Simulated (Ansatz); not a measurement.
The parent structure is GaSb in the zinc blende structure (space group F-43m, No. 216; a = 6.112 Å). Axes: x, y, z lie along the cube axes.

All numbers come from PBEsol, PAW, 420 eV (Ansatz, an electronic-structure program; no SOC), earlier PAW set.

Before the change:

The pressure comes out as 0.0 GPa and the volume per atom is 28.54 Å³.

The change: biaxial strain +2.39 %, plane normal [110], relaxed out of plane (Cartesian); in-plane vectors clamped, the third vector and the atoms free.

Task: What does the calculation give for the pressure, energy relative to the base and volume per atom after the change?

Result: The pressure (mean of the normal stresses, compression positive) goes from zero to -1.6 GPa; the energy goes up by 11 meV/atom; the volume per atom goes up by 1.015 Å³ to 29.56 Å³.

A biaxial case was relaxed in a doubled cell and then solved in the primitive one. Whether these cells are dynamically stable was not tested. All final runs are without spin polarisation. Gaps under 0.05 eV, about the width of the smearing, are given as zero.
